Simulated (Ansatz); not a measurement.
Results of PBEsol+SOC (Ansatz, an electronic-structure program, PAW) for SnPbO3 (Pm-3m, No. 221, 5 atoms in the cell; start mp-978952).

Settings: plane-wave cutoff 520 eV, 8×8×8 k mesh, Fermi–Dirac smearing 0.01 eV, PAW data made under PBE.

Cell (relaxed with PBEsol):

```
PbSnO3
1.0
    4.07235     0.00000     0.00000
    0.00000     4.07235     0.00000
    0.00000     0.00000     4.07235
Sn Pb O
1 1 3
Direct
  0.50000   0.50000   0.50000
  0.00000   0.00000   0.00000
  0.50000   0.50000   0.00000
  0.00000   0.50000   0.50000
  0.50000   0.00000   0.50000
```

Task: What does this level give for the band gap and smallest direct gap on the k points sampled?

Result: 
band gap: 1.42 eV (indirect)
smallest direct gap on the k points sampled: 2.51 eV

Cost on a shared machine: roughly 70 core-seconds.

A start named mp-… is a Materials Project structure, which need not be a measured phase.
